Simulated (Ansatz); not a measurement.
Co on the Nb site in ferroelectric LiNbO3: one set of geometries, relaxed with PBE, evaluated in Ansatz (PAW, plane waves to 420 eV, 500 eV under r2SCAN) with PBE, r2SCAN.

Set-up: 120-site cell; 2×2×2 Γ-centred k-points; start: the Nb site; charged states image-corrected; no Hubbard U; energies good to tenths of an eV; flagged in the runs: a host whose relaxation on this sampling wasn't shown to rest, a strain field that reaches the edge of the cell.

```csv
quantity,PBE,r2SCAN
host gap (eV),3.53,3.94
ε(0/−1) above the VBM (eV),1.09,1.18
ε(−1/−2) above the VBM (eV),1.39,1.50
"neutral formation energy against hcp Co, ferromagnetic, bcc Nb (eV)",8.66,9.29
largest moment on one atom at charge 0 (μB),1.10,1.25
largest moment on one atom at charge −1 (μB),0.69,0.80
```

PBE narrows the gap by 0.41 eV against r2SCAN, the highest level run, and puts the levels shown 0.100 eV lower above the valence-band maximum on average (from the rounded values).

Ansatz is a first-principles code.
